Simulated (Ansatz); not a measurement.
Consider this model of amorphous Ge28Se28B3.

```xyz
59
Lattice="11.3897 0.0000 0.0000 0.0000 11.3897 0.0000 0.0000 0.0000 11.3897" Properties=species:S:1:pos:R:3 pbc="T T T"
Ge     7.1102     4.8169     9.0334
Ge     6.8984     7.9501     8.8535
Ge    10.7747     0.3896     4.9566
Ge     8.0770     9.1207     0.6316
Ge     0.0981     4.8445     5.2735
Ge    10.0286     3.2942     6.7693
Ge     3.4925    10.5459     5.9882
Ge     9.2660     1.4559     9.9195
Ge    11.1308     9.6951     9.8794
Ge     7.1773     5.7842     0.7353
Ge     0.6557     8.2029     7.3540
Ge     4.7523     6.1745     3.1209
Ge     4.0390     2.2078     8.8880
Ge     9.0180    11.2288     1.4798
Ge     1.5589     4.2534     3.1301
Ge     5.1137     2.1062     4.7904
Ge     5.1726     2.4699     1.8889
Ge    10.2704     3.5938    10.7655
Ge     2.7913     5.7126     8.8249
Ge     7.4810     0.7345     6.2934
Ge     1.9084     5.8803     0.0871
Ge    11.1517     8.7813     2.8807
Ge     7.2893     7.7618     6.2614
Ge     2.6855    10.2843     2.4831
Ge     1.3006     3.4275     0.0221
Ge    11.1219     0.5886     8.3370
Ge     2.8539     1.7398     1.1124
Ge    11.2740     7.2625    10.7474
Se     6.3401     1.1319     0.1966
Se     1.8438     6.1491     6.4932
Se     5.7329    10.0683     8.3543
Se     1.6798     3.3176     8.9936
Se     4.8147     4.7664     0.8509
Se     2.9598     8.4416     8.6540
Se     7.3424     2.0804     8.5048
Se     4.7958     4.5390     7.9216
Se    11.2962    10.7061     0.7808
Se    10.0844     5.6461     9.3741
Se     9.5103    10.6635     6.9247
Se     7.8883     4.7398     6.5127
Se     8.9462     2.2736     4.7675
Se     3.6442     4.2797     4.5194
Se     3.1408     1.5082     6.5291
Se     7.2138     5.3269     3.4868
Se     9.0742    10.2911     3.7234
Se     8.9299     3.2891     1.3754
Se     8.6202     9.5946     9.6975
Se    10.1285     6.8480     4.8957
Se     4.9535     7.7042     5.8875
Se     3.1827    11.0010     0.0804
Se     1.3257     9.6197     5.3784
Se     1.8725     6.7893     2.3341
Se     4.8096    10.8926     3.9440
Se     1.5414     1.2070     3.0994
Se     5.9462     8.1028     0.6948
Se     9.7292     7.3312     1.3000
B      4.3175     9.1211     7.2720
B      8.1793     6.2325     5.0639
B      8.2846     1.5535     0.5216
```

Calculation: PBE-D3(BJ), scalar-relativistic without spin-orbit coupling, PAW (Ansatz default set, large-core Se) (plane waves to 420 eV; Ansatz, a first-principles code).

Preparation: random packing, a CHGNet melt and quench, and a DFT relaxation. The hot cell started wider than the set density and was brought back towards it in steps. It is the lowest in DFT energy of 3 quenches. It is a model cell: composition and starting density were chosen by hand, and all elements were melted together. The geometry includes D3(BJ) dispersion. Its density started from a set value of 4.88 and ended at 4.81 g/cm³. Cooling (nominally 180 K/ps over its main leg) ran many orders faster than in experiment, which tends to leave more defects and strain. One small periodic cell is one sample of the glass; other quenches scatter about these values. The volume was free in the relaxation, at fixed shape. On a 2×2×2 Γ-centred mesh force components of up to 0.13 eV/Å stay, since the relaxation ran on one k-point at (1/4, 1/4, 1/4).

Neighbours within Ge-Ge 2.85 Å, Ge-Se 2.86 Å, Ge-B 2.45 Å, Se-Se 2.76 Å, Se-B 2.45 Å, B-B 2.02 Å count as bonded.

Task: Give the coordination numbers, mean bond lengths and angles.

Result: 
- Mean coordination of Ge = 3.46 (16 with 3, 11 with 4, 1 with 5)
- Mean coordination of Se = 2.61 (11 with 2, 17 with 3)
- Mean coordination of B = 4.00 (3 with 4)
- Mean Ge-Se bond = 2.557 Å (spread 0.108 Å, 65 counted)
- Mean Ge-Ge bond = 2.591 Å (spread 0.091 Å, 14 counted)
- Mean Se-B bond = 2.052 Å (spread 0.027 Å, 8 counted)
- Mean Ge-B bond = 2.136 Å (spread 0.053 Å, 4 counted)
- Bond angle at Ge = mean 101.8°, spread 17.6°
- Bond angle at Se = mean 100.5°, spread 14.5°
- Bond angle at B = mean 109.2°, spread 8.4°
